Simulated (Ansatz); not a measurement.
System: La-vacancy pair (La on one host Ti site, one Ti site vacant) in rock-salt TiN (neutral cell). All values below come from PBE, PAW (plane waves to 420 eV; Ansatz, an electronic-structure program).

Settings: 64 host sites, the relaxed PBE lattice, a 2×2×2 k-point mesh shifted by half a step, smearing 0.10 eV, spin-restricted, no image-charge correction. Energies are static. Spin-orbit coupling is left out. Forms of the defect that were not tried may lie lower.

Barriers: single points on a 4×4×4 k-point mesh shifted by half a step at the bands' geometries (they differ from the bands' own by up to 0.08 eV, and are uncertain by about as much).

Relaxed starting cell (atoms counted from 1):

```yaml
crystal:
  lattice:
    - [8.49380, 0.00000, 0.00000]
    - [0.00000, 8.49380, 0.00000]
    - [0.00000, 0.00000, 8.49380]
  atoms:
    - { symbol: La, position: [0.99955, 0.01823, 0.01889] }
    - { symbol: Ti, position: [0.99961, 0.01238, 0.50142] }
    - { symbol: Ti, position: [0.99955, 0.50075, 0.01304] }
    - { symbol: Ti, position: [0.99953, 0.49073, 0.49140] }
    - { symbol: Ti, position: [0.49955, 0.99955, 0.00001] }
    - { symbol: Ti, position: [0.49949, 0.99957, 0.50155] }
    - { symbol: Ti, position: [0.49956, 0.50068, 0.00037] }
    - { symbol: Ti, position: [0.49960, 0.50010, 0.50070] }
    - { symbol: N, position: [0.26931, 0.99951, 0.00026] }
    - { symbol: N, position: [0.24994, 0.00031, 0.50257] }
    - { symbol: N, position: [0.24997, 0.50190, 0.00096] }
    - { symbol: N, position: [0.25012, 0.49945, 0.50015] }
    - { symbol: N, position: [0.72979, 0.99950, 0.00029] }
    - { symbol: N, position: [0.74917, 0.00030, 0.50261] }
    - { symbol: N, position: [0.74916, 0.50189, 0.00095] }
    - { symbol: N, position: [0.74900, 0.49946, 0.50014] }
    - { symbol: Ti, position: [0.99947, 0.26348, 0.74817] }
    - { symbol: Ti, position: [0.99956, 0.74749, 0.26413] }
    - { symbol: Ti, position: [0.99959, 0.74595, 0.74663] }
    - { symbol: Ti, position: [0.49953, 0.24958, 0.25001] }
    - { symbol: Ti, position: [0.49963, 0.25075, 0.74941] }
    - { symbol: Ti, position: [0.49954, 0.74849, 0.25157] }
    - { symbol: Ti, position: [0.49953, 0.75101, 0.75153] }
    - { symbol: N, position: [0.25214, 0.24839, 0.24909] }
    - { symbol: N, position: [0.24952, 0.25231, 0.74827] }
    - { symbol: N, position: [0.24952, 0.74761, 0.25299] }
    - { symbol: N, position: [0.24922, 0.75079, 0.75150] }
    - { symbol: N, position: [0.74695, 0.24838, 0.24910] }
    - { symbol: N, position: [0.74961, 0.25229, 0.74828] }
    - { symbol: N, position: [0.74957, 0.74757, 0.25295] }
    - { symbol: N, position: [0.74991, 0.75079, 0.75150] }
    - { symbol: Ti, position: [0.25870, 0.00226, 0.26165] }
    - { symbol: Ti, position: [0.25288, 0.00100, 0.74493] }
    - { symbol: Ti, position: [0.24346, 0.49258, 0.25168] }
    - { symbol: Ti, position: [0.24926, 0.50162, 0.74914] }
    - { symbol: Ti, position: [0.74038, 0.00218, 0.26167] }
    - { symbol: Ti, position: [0.74623, 0.00106, 0.74490] }
    - { symbol: Ti, position: [0.75571, 0.49266, 0.25173] }
    - { symbol: Ti, position: [0.74986, 0.50158, 0.74907] }
    - { symbol: N, position: [0.99949, 0.97923, 0.28025] }
    - { symbol: N, position: [0.99955, 0.00113, 0.73855] }
    - { symbol: N, position: [0.99956, 0.50303, 0.25124] }
    - { symbol: N, position: [0.99956, 0.50428, 0.74686] }
    - { symbol: N, position: [0.49954, 0.00024, 0.25155] }
    - { symbol: N, position: [0.49957, 0.00143, 0.75049] }
    - { symbol: N, position: [0.49956, 0.49929, 0.25177] }
    - { symbol: N, position: [0.49956, 0.50019, 0.74945] }
    - { symbol: Ti, position: [0.25876, 0.26094, 0.00293] }
    - { symbol: Ti, position: [0.24349, 0.25101, 0.49320] }
    - { symbol: Ti, position: [0.25293, 0.74426, 0.00169] }
    - { symbol: Ti, position: [0.24923, 0.74848, 0.50231] }
    - { symbol: Ti, position: [0.74035, 0.26092, 0.00290] }
    - { symbol: Ti, position: [0.75556, 0.25102, 0.49328] }
    - { symbol: Ti, position: [0.74620, 0.74426, 0.00173] }
    - { symbol: Ti, position: [0.74990, 0.74845, 0.50227] }
    - { symbol: N, position: [0.99961, 0.27957, 0.97988] }
    - { symbol: N, position: [0.99957, 0.25060, 0.50374] }
    - { symbol: N, position: [0.99955, 0.73785, 0.00181] }
    - { symbol: N, position: [0.99957, 0.74616, 0.50495] }
    - { symbol: N, position: [0.49954, 0.25088, 0.00089] }
    - { symbol: N, position: [0.49953, 0.25108, 0.49998] }
    - { symbol: N, position: [0.49956, 0.74980, 0.00210] }
    - { symbol: N, position: [0.49955, 0.74876, 0.50087] }
```

End state 1 differs by these moves (Å; atoms that move under 0.08 Å are left out):

| atom | element | Δx | Δy | Δz |
|---|---|---|---|---|
| 1 | La | 0.00 | 1.82 | 1.82 |
| 2 | Ti | 0.00 | -0.22 | 0.02 |
| 3 | Ti | 0.00 | 0.02 | -0.22 |
| 4 | Ti | 0.00 | 0.12 | 0.12 |
| 9 | N | -0.15 | 0.02 | 0.02 |
| 13 | N | 0.15 | 0.02 | 0.02 |
| 17 | Ti | 0.00 | -0.22 | 0.02 |
| 18 | Ti | 0.00 | 0.02 | -0.22 |
| 19 | Ti | 0.00 | 0.12 | 0.12 |
| 24 | N | 0.15 | 0.02 | 0.02 |
| 28 | N | -0.15 | 0.02 | 0.02 |
| 32 | Ti | 0.00 | -0.11 | -0.11 |
| 33 | Ti | -0.08 | -0.01 | 0.11 |
| 34 | Ti | 0.08 | 0.11 | -0.01 |
| 36 | Ti | 0.00 | -0.11 | -0.11 |
| 37 | Ti | 0.08 | -0.02 | 0.11 |
| 38 | Ti | -0.08 | 0.11 | -0.02 |
| 40 | N | 0.00 | -0.07 | -0.07 |
| 41 | N | 0.00 | -0.01 | 0.08 |
| 42 | N | 0.00 | 0.08 | -0.01 |
| 48 | Ti | 0.00 | -0.11 | -0.11 |
| 49 | Ti | 0.08 | -0.01 | 0.11 |
| 50 | Ti | -0.08 | 0.11 | -0.01 |
| 52 | Ti | 0.00 | -0.11 | -0.11 |
| 53 | Ti | -0.08 | -0.02 | 0.11 |
| 54 | Ti | 0.08 | 0.11 | -0.02 |
| 56 | N | 0.00 | -0.07 | -0.07 |
| 57 | N | 0.00 | -0.01 | 0.08 |
| 58 | N | 0.00 | 0.08 | -0.01 |

Task: Predict the forward and backward barriers to end state 1 from PBE, PAW.

Result: forward 2.02 eV, backward 2.02 eV; at the saddle point atom 1 has neighbours 2 N at 2.10, 2 N at 2.60, 2 N at 2.60 Å. The saddle point's order was not checked, and it lies on a symmetry element of the cell, where a band can be held.
